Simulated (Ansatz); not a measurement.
Worked example: relaxation of cell and atoms of LaGe2Pd2 (I4/mmm, 5 atoms in the cell) in Ansatz (a first-principles code).

Computed with PBEsol, PAW files made with PBE (plane waves; Ansatz).

```
La(GePd)2
1.0
   -2.19478     2.19478     5.05204
    2.19478    -2.19478     5.05204
    2.19478     2.19478    -5.05204
La Ge Pd
1 2 2
Direct
  0.00000   0.00000   0.00000
  0.62413   0.62413   0.00000
  0.37587   0.37587   0.00000
  0.25000   0.75000   0.50000
  0.75000   0.25000   0.50000
```

Reference input (self-consistent single point, DFT, PBEsol, plane waves, PAW files made with PBE): kpoints.mp_grid.grid = 7 7 7; hamiltonian.xc = pbesol; hamiltonian.pseudopotentials = {kind: paw} (the program's default PAW files); scf.occupations.method = fermi_dirac; scf.occupations.width = 0.1 eV. This run's input differs from it in these lines:

```diff
@@ -18,2 +18,4 @@
   occupations: { method: fermi_dirac, width: 0.1 }
+relax:
+  cell: {}
 output:
```

Output (repeated stretches shortened):

```
   [... SCF lines of the steps left out ...]
relax step   1: F+E_penalty+E_count = -28486.33856111 eV  Δ(F+E_penalty+E_count) = +0.000e0 eV  max|allowed force component| = 1.765e-1 eV/Å  Δτ_max = 0.0000 Å  P = -3.006 GPa  Ω = 97.344 Å³  (13 SCF iters, dr2 threshold 1.00e-7 eV, accepted)
relax step   2: F+E_penalty+E_count = -28486.36083003 eV  Δ(F+E_penalty+E_count) = -2.227e-2 eV  max|allowed force component| = 4.672e-2 eV/Å  Δτ_max = 0.0028 Å  P = +1.494 GPa  Ω = 93.725 Å³  energy of the carried Pulay correction = +7.861e-4 eV  [...]
   [... lines left out ...]
relax step   5: F+E_penalty+E_count = -28486.36580062 eV  Δ(F+E_penalty+E_count) = -3.148e-5 eV  max|allowed force component| = 7.164e-3 eV/Å  Δτ_max = 0.0005 Å  P = +0.001 GPa  Ω = 94.838 Å³  energy of the carried Pulay correction = +5.412e-4 eV  [...]
relax step   6: F+E_penalty+E_count = -28486.36523918 eV  Δ(F+E_penalty+E_count) = +5.614e-4 eV  max|allowed force component| = 7.279e-3 eV/Å  Δτ_max = 0.0000 Å  P = +0.004 GPa  Ω = 94.838 Å³  stress off target by 4.73e-3 GPa  SCF on the basis [...]
basis re-selected at this cell: Δ(F+E_penalty+E_count) = +5.614e-4 eV, ΔP = +0.003 GPa vs the last step
the relaxation is at rest under the 16 symmetry operations that the run kept from its start: a minimum is not shown …
Free energy (F): -28486.365239 eV
Internal energy: -28486.265531 eV  (E = F + TS)
E sigma→0 (E₀):  -28486.315385 eV
Entropy (-TS):   -0.099708 eV (-19.942 meV/atom)
Fermi energy:    14.797674 eV
--- Forces (eV/Å), atoms counted from 1 ---
  atom   1  La     0.00000000     0.00000000    -0.00000000
   [... lines left out ...]
  cell:  # Å, volume = 94.8383 Å³
   [... lines left out ...]
    - { symbol: Ge, position: [0.6238757586340935, 0.6238757586340935, 9.525510171522224e-34] }
    - { symbol: Ge, position: [0.37612424136590644, 0.37612424136590644, 8.370049138293968e-34] }
    - { symbol: Pd, position: [0.24999999999999994, 0.7500000000000001, 0.5000000000000001] }
    - { symbol: Pd, position: [0.7500000000000001, 0.24999999999999994, 0.5000000000000001] }
```

The run converged.  The full log also holds: “iter 5 did not close the SCF: its close was put off for the readings that it lacked (scf_convergence_deferred on its scf_iter line)”. The full log also holds: “iter 4 did not close the SCF: its close was put off for the readings that it lacked (scf_convergence_deferred on its scf_iter line)”.

Summary of the result:
Free energy E − TS (on the zero of these files): -28486.3652 eV
Fermi level (on the code's own zero): 14.80 eV
Pressure: 0.00 GPa
Largest force (vector length): 0.007 eV/Å
Final cell: a = b = c = 5.913 Å, α = β = 137.04°, γ = 62.38°
Final volume per atom: 18.97 Å³
Relaxation steps: 6

The starting cell comes from a database of computed structures (which also holds hypothetical and non-ambient phases and stackings), without a prior relaxation at this level. Spin polarisation is off. The relaxation keeps the symmetry of its start, so its end need not be a minimum. Ansatz's pressure includes its estimate of the finite-basis (Pulay) stress.

Cost on one core of a shared machine: roughly 80 s.

Keys are those of Ansatz 0.2.
